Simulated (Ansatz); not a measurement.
Input:

End structure of a constructed model of the (111) surface of diamond, (√3x√3)R30° Ge adatom at H3 (bottom of the slab: 3 H on 3 bottom sites):

```yaml
crystal:
  lattice:
    - [3.78820, 2.18712, 0.00000]
    - [-3.78820, 2.18712, 0.00000]
    - [0.00000, 0.00000, 25.50000]
  atoms:
    - { symbol: C, position: [0.00000, 0.00000, 0.36222] }
    - { symbol: C, position: [0.33333, 0.66667, 0.36222] }
    - { symbol: C, position: [0.66667, 0.33333, 0.36222] }
    - { symbol: C, position: [0.00000, 0.66667, 0.38244] }
    - { symbol: C, position: [0.33333, 0.33333, 0.38244] }
    - { symbol: C, position: [0.66667, 0.00000, 0.38244] }
    - { symbol: C, position: [0.00000, 0.66662, 0.44308] }
    - { symbol: C, position: [0.33329, 0.33333, 0.44308] }
    - { symbol: C, position: [0.66671, 0.00004, 0.44308] }
    - { symbol: C, position: [0.00000, 0.33333, 0.46328] }
    - { symbol: C, position: [0.33333, 0.00000, 0.46306] }
    - { symbol: C, position: [0.66667, 0.66667, 0.46306] }
    - { symbol: C, position: [0.00000, 0.33333, 0.52447] }
    - { symbol: C, position: [0.33333, 0.00000, 0.52402] }
    - { symbol: C, position: [0.66667, 0.66667, 0.52402] }
    - { symbol: C, position: [0.00000, 0.99787, 0.54370] }
    - { symbol: C, position: [0.33546, 0.66880, 0.54370] }
    - { symbol: C, position: [0.66454, 0.33333, 0.54370] }
    - { symbol: C, position: [0.00000, 0.99708, 0.60624] }
    - { symbol: C, position: [0.33625, 0.66959, 0.60624] }
    - { symbol: C, position: [0.66375, 0.33333, 0.60624] }
    - { symbol: C, position: [0.00000, 0.66194, 0.62408] }
    - { symbol: C, position: [0.32861, 0.33333, 0.62408] }
    - { symbol: C, position: [0.67139, 0.00473, 0.62408] }
    - { symbol: H, position: [0.00000, 0.99991, 0.31885] }
    - { symbol: H, position: [0.33342, 0.66676, 0.31885] }
    - { symbol: H, position: [0.66658, 0.33333, 0.31885] }
    - { symbol: Ge, position: [0.00000, 0.33333, 0.68839] }
```

Model: 28-atom slab, 9.3 Å thick at the start with caps and adatoms (thin: gaps and levels are the slab's own), 7x7x1 mesh, Fermi-Dirac 0.025 eV, dipole correction, single point; on the structure that PBE left under its start's symmetry; spin-polarised, ending with about 0.2 μB a cell, a value that depends on the mesh; orders that need a larger cell were not tried, no spin-orbit, no U. The slab shows no gap on its mesh. The program's check for a lower electronic state was not made. In PBE it lies 0.12 eV a 1x1 cell over the lowest computed structure of the same composition ((√3x√3)R30° Ge adatom at T4).

What work function of the top face does Ansatz (a first-principles code) with r2SCAN, at the PBE geometry and the start's symmetry give?

4.50 eV
